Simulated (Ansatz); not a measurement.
**Ansatz (an electronic-structure program) run on Bi (R-3m, 2 atoms in the cell): self-consistent single point**

Computed with PBEsol, default PAW files made with PBE (plane waves; Ansatz).

Input as run:

Ansatz 0.2 input:
```yaml
crystal:
  lattice:
    - [4.144990, -2.263625, 0.000000]
    - [4.144990, 2.263625, 0.000000]
    - [2.908800, 0.000000, 3.720729]
  atoms:
    - { symbol: Bi, position: [0.238237, 0.238237, 0.238237] }
    - { symbol: Bi, position: [0.766000, 0.766000, 0.766000] }
basis:
  ecutwfc: 420.0
kpoints:
  mp_grid:
    grid: [9, 9, 9]
hamiltonian:
  xc: pbesol
  pseudopotentials:
    kind: paw
scf:
  occupations:
    method: gaussian
    width: 0.1
output:
  forces: true
  eigenvalues: true
  stress: true
```

Output, abridged:

```
WARN ansatz: RAYON_NUM_THREADS=1 ignored (pool sized by the plan → 1); use --threads N
Pseudopotentials: kind: paw
Pseudopotential: Bi, paw, valence charge 15
Crystal: 2 atoms, lattice volume = 69.821 Å³
Basis set: ecut = 420 eV, 1345 PW (Γ), exchange–correlation on 64×64×64 points (8 copies of the dense FFT grid, shifted against one another)
Bands: 19, of which v1, the nominal top of the filled ones, is band 15 counted from 1 (14 counted from 0)
Symmetry: 12 space group operations
Space group: R-3m (ITA 166), of the structure as read, at distance tolerance 4.1e-5 Å
k-points: 85 of 729
PAW frozen core: Bi, regenerated for the run's functional, and the local potential with it
Initial density: superposition of atomic densities (neutral atoms: chi_scale 0, normalization atom), corrected by the library's trained network
Initial wavefunctions: pseudopotential atomic-orbital guess
Eigensolver: davidson
Functional: x = pbesol(κ = 0.804, μ = 0.12345679012345678), c = pbesol(β = 0.046)
SCF iter   1: F=—  HF=-24484.010705 eV  |F-HF|=—  |Δ(HF+E_count)|=         —  Δρ=1.74e-3  dr2=2.39e-3  ethr=1.77e-3  ⟨swp⟩=6.0  Hψ=7695  notcnv=0
all-band conjugate gradients solve this SCF's bands
preconditioner: auto → Kerker (q_TF=auto, 2.370 Å⁻¹)
SCF iter   2: F=—  HF=-24484.009583 eV  |F-HF|=—  |Δ(HF+E_count)|=   1.12e-3  Δρ=1.06e-3  dr2=9.81e-4  ethr=7.95e-6  ⟨swp⟩=2.9  Hψ=3773  notcnv=0
SCF iter   3: F=—  HF=-24484.009387 eV  |F-HF|=—  |Δ(HF+E_count)|=   1.96e-4  Δρ=3.44e-4  dr2=7.73e-5  ethr=3.27e-6  ⟨swp⟩=2.0  Hψ=2891  notcnv=0
SCF iter   4: F=—  HF=-24484.009359 eV  |F-HF|=—  |Δ(HF+E_count)|=   2.77e-5  Δρ=1.45e-4  dr2=2.95e-5  ethr=2.58e-7  ⟨swp⟩=2.0  Hψ=2891  notcnv=0
SCF iter   5: F=—  HF=-24484.009357 eV  |F-HF|=—  |Δ(HF+E_count)|=   2.85e-6  Δρ=6.47e-5  dr2=4.40e-6  ethr=9.85e-8  ⟨swp⟩=2.4  Hψ=2045  notcnv=0
SCF iter   6: F=—  HF=-24484.009356 eV  |F-HF|=—  |Δ(HF+E_count)|=   3.70e-7  Δρ=1.48e-5  dr2=2.01e-7  ethr=1.47e-8  ⟨swp⟩=3.0  Hψ=2891  notcnv=0
SCF iter   7: F=-24484.009356 eV  HF=-24484.009356 eV  |F-HF|=1.43e-9  |Δ(HF+E_count)|=   5.70e-9  Δρ=2.50e-6  dr2=5.20e-9  ethr=3.33e-10  ⟨swp⟩=6.1  Hψ=8026  notcnv=0
SCF 1 converged in 7 iterations: F = -24484.009356 eV  dr2 = 5.20e-9
SCF converged after 7 iterations
Free energy (F): -24484.009356 eV
Harris-Foulkes:  -24484.009356 eV  (|F-HF|=1.43e-9)
Internal energy: -24484.008126 eV  (E = F + TS)
E sigma→0 (E₀):  -24484.008741 eV
Entropy (-TS):   -0.001230 eV (-0.615 meV/atom)
Fermi energy:    9.621829 eV
--- Per-component energies (eV) ---
  E_band       = -218.373848
  E_kinetic    = 605.334295
  E_local      = -3098.974650  (includes V_loc(G=0)·N_el)
  E_nonlocal   = 1122.988974
  E_hartree    = 1007.377453
  E_xc         = -300.118263
  E_vxc        = -287.795517  (∫ρ·V_xc dr)
  E_paw        = -21019.222067  (= ΣΔE_a)
  E_vpaw       = -574.683741  (= ΣTr[D̂ρ^β])
  E_aug_tail   = -0.000933  (compensation charges beyond the density's cutoff)
  E_ewald      = -2801.572439
  E_core_change = 0.179504  (= ΣΔE_core)
  E_smearing   = -0.001230  (= −TS)
  E_closure    = 0.000000  (closes the sum)
  Σ components = -24484.009356   (vs F -24484.009356, Δ=0.00e0)
--- Forces (eV/Å), atoms counted from 1 ---
  atom   1  Bi    -0.03455586    -0.00000000    -0.01148098
  atom   2  Bi     0.03455586     0.00000000     0.01148098
  max |Σ_I F_I| component: 3.30e-17 eV/Å
--- Stress (GPa, compression-positive) ---
       -0.693170       0.000000      -0.083084
        0.000000      -0.443101       0.000000
       -0.083084       0.000000      -0.470705
  P = ⅓ Tr σ = -0.5357 GPa (-5.357 kbar)
  The stress holds the Pulay correction. Without it, at fixed plane waves, as pw.x and ABINIT print it: P = -0.5609 GPa
--- Band table (eV; the first three rows and the last of 85) ---
  k-point 0: bands = ["-13.2097", "-13.2097", "-13.0556", "-13.0556", "-13.0457", "-12.8704", "-12.8617", "-12.8617", "-12.7378", "-12.7378", "-3.4468", "2.2162", "8.1097", "8.4770", "8.4770", "12.3329", "12.6645", "12.6645", "15.1437"]
  k-point 1: bands = ["-13.1998", "-13.1978", "-13.0514", "-13.0488", "-13.0395", "-12.8759", "-12.8674", "-12.8658", "-12.7511", "-12.7483", "-3.3298", "1.9439", "8.1732", "8.4752", "8.4792", "12.0116", "12.1827", "12.3521", "14.7579"]
  k-point 2: bands = ["-13.1723", "-13.1635", "-13.0407", "-13.0296", "-13.0210", "-12.8941", "-12.8837", "-12.8758", "-12.7879", "-12.7772", "-2.9836", "1.2342", "8.2622", "8.4870", "8.5728", "11.0225", "11.5483", "11.6685", "14.7445"]
  k-point 84: bands = ["-13.1092", "-13.1072", "-13.0161", "-13.0122", "-12.9992", "-12.9123", "-12.8967", "-12.8949", "-12.8502", "-12.8495", "-2.0323", "-0.3678", "7.4215", "8.6869", "8.9819", "10.4448", "10.8392", "12.1059", "16.3236"]
```

The run converged in 7 iterations.

The starting cell has typed, rounded lattice constants, without a prior relaxation at this level. Its lattice was rescaled by up to half a per cent. One atom was moved a little off its site on purpose. Spin-orbit coupling is off. Ansatz's pressure includes its estimate of the finite-basis (Pulay) stress.
